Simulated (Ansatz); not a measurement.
We consider C11b WSi₂, described by PBEsol-D3(BJ) (Ansatz, a first-principles code, plane waves, PAW).

Numerical settings: plane-wave cutoff 520 eV, 24×24×24 k mesh, Fermi–Dirac smearing 0.05 eV, no spin polarisation, scalar-relativistic PAW data made under PBE.

Cell (relaxed at this level):

```xyz
3
Lattice="-1.5848 1.5848 3.8766 1.5848 -1.5848 3.8766 1.5848 1.5848 -3.8766" Properties=species:S:1:pos:R:3 pbc="T T T"
Si     0.0000     0.0000     5.1631
Si     0.0000     0.0000     2.5901
W      0.0000     0.0000     0.0000
```

Q: Estimate the bulk modulus and pressure derivative B′ of the bulk modulus that the calculation returns.

A: 
* **bulk modulus**: 248 GPa
* **pressure derivative B′ of the bulk modulus**: 4.3

The run finds no gap.

Note: the bulk modulus comes from volumes at which shape and atoms were relaxed.

Spin–orbit coupling is not included.
